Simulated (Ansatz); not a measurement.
## Hypothetical P6_3/mmc PbI2, thickness series

Base system: PbI2 in the 2H-MoS2 type structure (space group P6_3/mmc, No. 194; a hypothetical phase, not in the database extracts checked).

```yaml
crystal:
  lattice:
    - [4.27278, 0.00000, 0.00000]
    - [-2.13639, 3.70034, 0.00000]
    - [0.00000, 0.00000, 14.36149]
  atoms:
    - { symbol: Pb, position: [0.33333, 0.66667, 0.25000] }
    - { symbol: Pb, position: [0.66667, 0.33333, 0.75000] }
    - { symbol: I, position: [0.33333, 0.66667, 0.60790] }
    - { symbol: I, position: [0.66667, 0.33333, 0.10790] }
    - { symbol: I, position: [0.66667, 0.33333, 0.39210] }
    - { symbol: I, position: [0.33333, 0.66667, 0.89210] }
```

Free-standing slabs (3 atom(s) a layer) normal to the stacking axis with 15 Å of vacuum; in-plane cell relaxed.

Computed with DFT with PBEsol-D3(BJ), PAW potentials and a 420 eV plane-wave cutoff in Ansatz (a program for electronic structure), scalar-relativistic without spin-orbit coupling.

```
variant   band gap                   gap character  smallest direct gap  shortest interatomic distance
--------  --------  ------------------------------  -------------------  -----------------------------
base       1.38 eV                               –              2.00 eV                        3.202 Å
1 layer    2.21 eV  indirect, K–Γ (67 % along) → K              2.72 eV                        3.211 Å
2 layers   1.82 eV  indirect, K–Γ (83 % along) → K              2.24 eV                        3.205 Å
3 layers   1.65 eV  indirect, K–Γ (87 % along) → K              2.02 eV                        3.203 Å
4 layers   1.57 eV  indirect, K–Γ (88 % along) → K              1.92 eV                        3.202 Å
```

Spin-orbit coupling, missing from the scalar runs, can matter with I and Pb. Stability against distortions was not tested. k-point labels follow each cell's own Brillouin zone.
